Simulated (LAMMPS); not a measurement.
LAMMPS 22 Jul 2025, classical MD, SNAP (Ge_Zuo_JPCA2020.snapcoeff): Ge, 1963 atoms.

- task: MD, nve
- potential: SNAP, Ge_Zuo_JPCA2020.snapcoeff Ge_Zuo_JPCA2020.snapparam
- copies of the repeat unit: 8×8×8
- shape (slab and sphere leave vacuum in the box): sphere
- temperature: 800 K
- steps: 120
- timestep: 1 fs
- neighbor skin: 2 Å
- neigh_modify: every 1 delay 0 check yes
- thermo: 100
- processors: 4 4 4
- newton: on (default)
- atom_modify sort (bins of 2 Å where set): 1000 (default)
- comm_style: brick (default)
- box: 90.5 × 90.5 × 90.5 Å, the particle off centre in vacuum
- start: generated diamond lattice, warmed in an untimed run
- compared values: energy and forces of the first step, drift over the run

Machine: one whole node, Arm Neoverse V2, 96 cores on 1 socket, no SMT, 1 L3 cache group.

Run on 64 ranks, it takes 4.2 s from launch to exit:

```bash
# ahead of the timed run: OMP_NUM_THREADS=1 mpirun -np 48 lmp -in in.warm -log none -nocite
OMP_NUM_THREADS=1 mpirun -np 64 lmp -in in.lmp -log log.lammps -nocite
```

From its output:

```
  using 1 OpenMP thread(s) per MPI task
  4 by 4 by 4 MPI processor grid
  1963 atoms
  master list distance cutoff = 7.5
  ghost atom cutoff = 7.5
Per MPI rank memory allocation (min/avg/max) = 3.146 | 3.237 | 3.872 Mbytes
99.8% CPU use with 64 MPI tasks x 1 OpenMP threads
...
Loop time of 3.9504 on 64 procs for 120 steps with 1963 atoms

Performance: 2.625 ns/day, 9.144 hours/ns, 30.377 timesteps/s, 59.629 katom-step/s
99.8% CPU use with 64 MPI tasks x 1 OpenMP threads

MPI task timing breakdown:
Section |  min time  |  avg time  |  max time  |%varavg| %total
---------------------------------------------------------------
Pair    | 1.8644e-05 | 0.48249    | 3.9115     | 183.8 | 12.21
Neigh   | 2.13e-06   | 5.7195e-05 | 0.00044813 |   0.0 |  0.00
Comm    | 0.00011861 | 0.012108   | 0.14603    |  29.6 |  0.31
Output  | 4.1564e-05 | 0.087864   | 0.10043    |  11.2 |  2.22
Modify  | 2.5465e-05 | 5.0661e-05 | 0.00021777 |   0.0 |  0.00
Other   |            | 3.368      |            |       | 85.25

Nlocal:        30.6719 ave         254 max           0 min
Histogram: 56 0 0 0 0 0 0 0 0 8
Nghost:        107.688 ave         569 max           0 min
Histogram: 32 24 0 0 0 0 0 0 0 8
Neighs:              0 ave           0 max           0 min
Histogram: 64 0 0 0 0 0 0 0 0 0
FullNghs:       1917.5 ave       15979 max           0 min
Histogram: 56 0 0 0 0 0 0 0 0 8

Total # of neighbors = 122720
Ave neighs/atom = 62.516556
Neighbor list builds = 1
Dangerous builds = 0
```

Wall times, medians of two to five repeats, each run alone on the node (launch to exit). Unless noted, each process is bound to its own block of adjacent cores. Build: PyPI wheel: MPICH, OPENMP and OPT packages. Other compilers and libraries give other times. Scratch files lie in a memory file system. A preparatory run goes ahead and isn't timed.

Task: Read the timing block: which change would cut the largest part, on the same cores and with the result kept within 1.0 meV/atom in energy, 10 meV/Å in forces on 48 atoms, 0.20 meV an atom in drift of the total energy?

Result: The largest part is other (Other), 80 % of the time from launch to exit. One change that relieves it (others may too): going from processors = 4 4 4 to processors = 64 1 1, one of the fastest among the values tried that keep the result: 4.2 s to 2.0 s (2.1× as fast). The largest move is in other (Other): 3.4 s to 0.95 s. The slowest rank's pair time is 8.11 times the mean in the first run and 3.24 times in the second; the others wait. What the program resolved moves too: grid of ranks from 4 by 4 by 4 to 64 by 1 by 1. These two results differ by: energy equal as printed, forces on 48 atoms equal as printed, drift of the total energy equal as printed. Others tried: processors = 1 1 64 (2.0 s); processors = 8 8 1 (4.0 s); processors = * * 1 (4.0 s); processors = * * * (default) (4.2 s).
